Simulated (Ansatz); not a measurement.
A periodic model of amorphous Ta$_{16}$O$_{42}$Ge:

```xyz
59
Lattice="9.6280 0.0000 0.0000 0.0000 9.6280 0.0000 0.0000 0.0000 9.6280" Properties=species:S:1:pos:R:3 pbc="T T T"
Ta     2.6077     5.3021     6.3830
Ta     4.1276     6.8784     8.8034
Ta     0.6575     3.4095     2.5089
Ta     7.6230     0.8709     0.7605
Ta     8.9409     3.3691     5.9444
Ta     3.5563     5.8662     2.8318
Ta     4.1581     0.8511     9.1914
Ta     7.0634     8.2157     3.9363
Ta     7.6314     7.7447     7.9481
Ta     5.6102     1.6900     5.6591
Ta     0.6879     8.3683     5.4753
Ta     3.0193     0.0577     3.3872
Ta     1.3703     2.7045     8.1631
Ta     1.1487     0.8029     1.1866
Ta     8.1977     4.4445     9.5126
Ta     5.8894     5.4915     5.6150
O      1.2478     9.1770     2.6281
O      6.1369     6.4807     3.9097
O      1.1757     2.9386     0.5221
O      4.8343     1.2791     7.3111
O      9.3765     9.4981     0.4100
O      9.4186     3.9560     7.9976
O      4.2540     2.6980     0.1561
O      4.6774     4.3977     2.4787
O      4.7010     5.7389     7.1297
O      3.8303     5.5079     4.7927
O      8.3959     6.2690     8.9075
O      6.8018     7.2711     6.2666
O      1.8995     5.0170     2.7269
O      6.4563     9.6136     4.9679
O      9.1946     3.4062     4.0666
O      1.9374     2.0754     2.9043
O      8.9539     4.5865     1.5467
O      3.6714     8.6285     8.5272
O      1.0389     4.5011     5.8097
O      8.9011     7.9384     4.2877
O      7.8717     2.4443     9.3627
O      6.5327     2.1858     1.9999
O      0.4898     1.9393     6.6673
O      7.2284     8.9978     2.2933
O      7.4656     9.4572     8.5899
O      1.9725     0.0649     5.0742
O      3.2249     0.4178     1.3814
O      3.6491     7.8962     3.3334
O      3.7467     6.4539     0.9829
O      1.7989     6.9408     5.5444
O      6.3295     4.5731     0.2381
O      2.0286     1.0173     8.8450
O      5.6888     0.3929     0.3989
O      4.3250     1.1830     4.2680
O      9.4031     8.3141     7.0683
O      5.9747     7.2123     8.8503
O      5.4148     3.5832     5.4175
O      2.4115     6.1821     8.0436
O      7.4898     2.1188     5.9764
O      2.8342     3.5662     7.4271
O      9.1634     1.7320     1.9897
O      7.6043     4.7892     6.0993
Ge     5.4773     3.3588     1.2684
```

Method: PBE, scalar-relativistic without spin-orbit coupling (plane waves to 420 eV, PAW; Ansatz, a first-principles code).

Preparation: random packing, a CHGNet melt and quench, and a DFT relaxation. O atoms were pushed apart under 1.9 Å during the dynamics, to hinder bonds among them. The hot cell started wider than the set density and was brought back towards it in steps. It is the lowest in DFT energy of 2 quenches. It is a model cell: composition and starting density were chosen by hand, and all elements were melted together. No dispersion term was used. Its density started from a set value of 7.23 and ended at 6.77 g/cm³. Cooling (nominally 360 K/ps over its main leg) ran many orders faster than in experiment, which tends to leave more defects and strain. A cell of this size samples the disorder only roughly. The volume was free in the relaxation, at fixed shape. Stress components on the final sampling reach 2.3 GPa. On a 2×2×2 Γ-centred mesh force components of up to 0.13 eV/Å stay, since the relaxation ran on the zone centre alone.

Neighbours within Ta-Ta 3.12 Å, Ta-O 2.62 Å, Ta-Ge 2.88 Å, O-O 1.58 Å, O-Ge 2.23 Å, Ge-Ge 2.81 Å count as bonded. Two cations that share two anions don't count as bonded, nor two that share one unless they lie closer than Ta-Ta 3.04 Å, Ta-Ge 2.80 Å, Ge-Ge 2.57 Å.

Give the coordination numbers, mean bond lengths and angles.


* **Mean coordination of Ta by anions**: 5.56 (1 with 4, 7 with 5, 6 with 6, 2 with 7)
* **Mean coordination of O**: 2.21 (33 with 2, 9 with 3)
* **Mean coordination of Ge by anions**: 4.00 (1 with 4)
* **Mean Ta-O bond**: 1.994 Å (spread 0.129 Å, 89 counted)
* **Mean O-Ge bond**: 1.778 Å (spread 0.024 Å, 4 counted)
* **Bond angle at Ta**: mean 104.4°, spread 27.9°
* **Bond angle at O**: mean 129.8°, spread 25.1°
* **Bond angle at Ge**: mean 109.3°, spread 5.3°

List the pairs of like atoms that count as bonded by the rules above.

There are none by these rules.
